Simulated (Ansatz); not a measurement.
Start from Pt in the fcc (Cu type) structure (space group Fm-3m, No. 225; a = 3.942 Å; relaxed with 0.1 eV smearing). Axes: x, y, z lie along the cube axes.

Computed with Kohn–Sham DFT with the r2SCAN functional, run in Ansatz (a quantum-chemistry and plane-wave program) with PAW and 500 eV plane waves, no spin-orbit coupling.

The change: biaxial strain +0.50 %, plane normal [001], relaxed out of plane (Cartesian); in-plane vectors clamped, the third vector and the atoms free.

### Question
What does the calculation give for the energy relative to the base after the change?

### Answer
The energy grows by 0.5 meV/atom.

### Question
Predict the new out-of-plane strain.

### Answer
The out-of-plane strain amounts to -0.72 %.

### Question
Estimate the effect on the in-plane stress.

### Answer
The mean in-plane stress (compression positive) is -1.1 GPa.

No phonon test of stability was made. The final runs are not spin-polarised.
